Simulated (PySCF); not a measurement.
PySCF 2.14.0, TPSSH/def2-svp, df: Cu(SH)(PH3) ([PH3]->[Cu][SH]), 7 atoms. The geometry is a generated start, not checked to be a minimum at this level.

```yaml
task: energy
method: tpssh
basis: def2-svp
two_electron_scheme: density fitting
mol.max_memory: 3000 MB
mf.max_cycle: 100
mf.init_guess: minao (default)
mf.DIIS: CDIIS (default)
mf.conv_tol: 1e-09 (default)
mf.grids.level: 3 (default)
basis_functions: 87
grid_points: 97936
```

```xyz
7

Cu    -0.3362     0.7371     0.4286
S     -1.2526     2.3540     1.6048
H     -1.6191     1.6188     2.6406
P      0.5853    -0.8027    -0.8513
H      1.3238    -1.8475    -0.3263
H      1.4983    -0.4670    -1.8289
H     -0.1995    -1.5927    -1.6674
```

Charge 0 and multiplicity 1 are set for this test and not shown to be the ground state.

One run each on 2 threads, 1 BLAS thread. Values of diis_space tried: 3, 5, 8 (default), 12, 20.

Predict the course of the Fock builds along this series.

Fewest Fock builds, within one of each other: 5 with 14, 8 (default) with 13, 12 with 13, 20 with 13. The count rises to 24 at 3. All converge to one solution.

```
diis_space   Fock builds            end
-----------  -----------  -------------
3                     24  same solution
5                     14  same solution
8 (default)           13  same solution
12                    13  same solution
20                    13  same solution
```
